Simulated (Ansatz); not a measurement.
Input and output of a self-consistent single point for Mo2N (Imm2, 6 atoms in the cell) (Ansatz, a quantum-chemistry and plane-wave program).

Method: PBEsol, default PAW files made with PBE (plane waves; Ansatz).

```
Mo2N
1.0
   -2.13417     2.13417     3.98701
    2.13417    -2.13417     3.98701
    2.13417     2.13417    -3.98701
Mo N
4 2
Direct
  0.99323   0.49323   0.50000
  0.23696   0.23696   0.00000
  0.76304   0.76304   0.00000
  0.51304   0.01304   0.50000
  0.25000   0.75000   0.50000
  0.50000   0.50000   0.00000
```

Reference input (self-consistent single point, DFT, PBEsol, plane waves, default PAW files made with PBE): basis.ecutwfc = 420 eV; kpoints.mp_grid.grid = 5 5 5; hamiltonian.xc = pbesol; hamiltonian.pseudopotentials = {kind: paw} (the program's default PAW files); scf.occupations.method = gaussian; scf.occupations.width = 0.1 eV. This run's input differs from it in these lines:

Ansatz 0.2 input:
```diff
@@ -13,3 +13,3 @@
 basis:
-  ecutwfc: 420.0
+  ecutwfc: 1010.0
 kpoints:
```

Output, abridged:

```
SCF iter   1: F=—  HF=-20349.259008 eV  |F-HF|=—  |Δ(HF+E_count)|=         —  Δρ=1.18e-2  dr2=8.78e-2  ethr=1.77e-3  ⟨swp⟩=5.3  Hψ=3910  notcnv=0
all-band conjugate gradients solve this SCF's bands
preconditioner: auto → Kerker (q_TF=auto, 2.685 Å⁻¹)
SCF iter   2: F=—  HF=-20349.241865 eV  |F-HF|=—  |Δ(HF+E_count)|=   1.71e-2  Δρ=4.66e-3  dr2=1.28e-2  ethr=1.33e-4  ⟨swp⟩=1.7  Hψ=1364  notcnv=0
SCF iter   3: F=—  HF=-20349.239078 eV  |F-HF|=—  |Δ(HF+E_count)|=   2.79e-3  Δρ=1.01e-3  dr2=4.55e-4  ethr=1.95e-5  ⟨swp⟩=2.0  Hψ=1482  notcnv=0
SCF iter   4: F=—  HF=-20349.239015 eV  |F-HF|=—  |Δ(HF+E_count)|=   6.24e-5  Δρ=1.42e-4  dr2=8.99e-6  ethr=6.89e-7  ⟨swp⟩=2.0  Hψ=1470  notcnv=0
SCF iter   5: F=—  HF=-20349.238901 eV  |F-HF|=—  |Δ(HF+E_count)|=   1.15e-4  Δρ=2.61e-5  dr2=5.21e-7  ethr=1.36e-8  ⟨swp⟩=2.6  Hψ=1923  notcnv=0
SCF iter   6: F=-20349.238900 eV  HF=-20349.238900 eV  |F-HF|=2.06e-9  |Δ(HF+E_count)|=   6.67e-8  Δρ=4.44e-6  dr2=7.53e-9  ethr=1.52e-10  ⟨swp⟩=8.3  Hψ=4270  notcnv=0
SCF 1 converged in 6 iterations: F = -20349.238900 eV  dr2 = 7.53e-9
Free energy (F): -20349.238900 eV
Internal energy: -20349.209755 eV  (E = F + TS)
E sigma→0 (E₀):  -20349.224327 eV
Entropy (-TS):   -0.029146 eV (-4.858 meV/atom)
Fermi energy:    20.667452 eV
--- Forces (eV/Å), atoms counted from 1 ---
  atom   1  Mo     0.00000000     0.00000000    -0.37305862
  atom   2  Mo     0.00000000     0.00000000     0.30507440
  atom   3  Mo     0.00000000     0.00000000    -0.33190458
  atom   4  Mo     0.00000000     0.00000000    -0.09488423
  atom   5  N      0.00000000     0.00000000     0.47697860
  atom   6  N      0.00000000     0.00000000     0.01779737
--- Stress (GPa, compression-positive) ---
       -9.559842       0.000000       0.000000
        0.000000      -9.792927       0.000000
        0.000000       0.000000      -8.016393
  P = ⅓ Tr σ = -9.1231 GPa (-91.231 kbar)
  The stress holds the Pulay correction. Without it, at fixed plane waves, as pw.x and ABINIT print it: P = -9.1243 GPa
```

The run converged in 6 iterations. Against the reference run the free energy drops by 2.3 meV/atom, the pressure moves little (-9.11 to -9.12 GPa) and the largest force stays at 0.477 eV/Å.

The starting cell comes from a database of computed structures (which also holds hypothetical and non-ambient phases and stackings), without a prior relaxation at this level. Its lattice was rescaled by up to half a per cent. One atom was moved a little off its site on purpose. Spin polarisation is off. Ansatz's pressure includes its estimate of the finite-basis (Pulay) stress.
